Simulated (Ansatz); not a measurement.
**Step by step: formation energy of the neutral V_O in ZnO (wurtzite, P6₃mc)**

Subject: the formation energy of the neutral V_O in ZnO (wurtzite, P6₃mc). Reaction: Zn (hcp) + 53 ZnO (wurtzite) → cell A.

A: a supercell of 108 sites of ZnO (wurtzite, P6₃mc) with one empty O site amid 4 Zn; spin state with PBE: run without spin.

Ansatz (a quantum-chemistry and plane-wave program) with PAW potentials; structures come from PBE relaxations, nuclei static, no net charge. Ansatz runs with its default PAW set. Other levels take these structures. The lattices are those relaxed with PBE, so at other levels the solids can be strained, which adds to the spread. Larger cells are relaxed from a start prepared with the learned potential CHGNet, on a coarser mesh till forces fall under 0.03 eV/Å, which some starts already meet. A dispersion term (D3(BJ), or D4 for r2SCAN) was computed beside these levels and is taken off wherever the name lacks it. The PAW files were made for PBE and serve at the other functionals too. Space groups of crystals are read within 0.01 Å. Mesh and cell size may move defect energies by 0.1 eV or more. The value holds for the reservoirs listed; other chemical potentials shift it. Cell A has symmetry P3m1 within 0.02 Å and got no random move, so less symmetric positions, which may lie lower, weren't tried.

Total energies of the cells in eV, at zero smearing width. They compare only within one column; the weights balance every element.

```tsv
cell	atoms	weight	PBE	r2SCAN+D4
A: ZnO:V_O	107	+1	-209321.06868	-209764.11348
Zn (hcp)	2	−1/2	-6638.06094	-6651.55008
ZnO (wurtzite)	108	−53/54	-209889.71244	-210334.64739
```

PBE: (-209321.06868) − 1/2 × (-6638.06094) − 53/54 × (-209889.71244) = 0.828 eV.

r2SCAN+D4: (-209764.11348) − 1/2 × (-6651.55008) − 53/54 × (-210334.64739) = 1.223 eV.

What follows from the PBE value: The value above is the Zn-rich limit, with Zn (hcp) as reservoir. The host forms with -1.42 eV/atom at this level, so before it gives way to its other element Δμ(Zn) can go down to -1.42 × 2 = -2.84 eV (other compounds may narrow the range). The defect takes up 1 Zn, so the Zn-poor limit is 0.83 − 1 × (-2.84) = 3.67 eV.

With the reservoirs of the reaction as written, and without entropy terms or charged states, the share of sites that hold the defect in equilibrium is exp(−0.83 eV/k_BT) = 6.6×10^-5 at 1000 K.
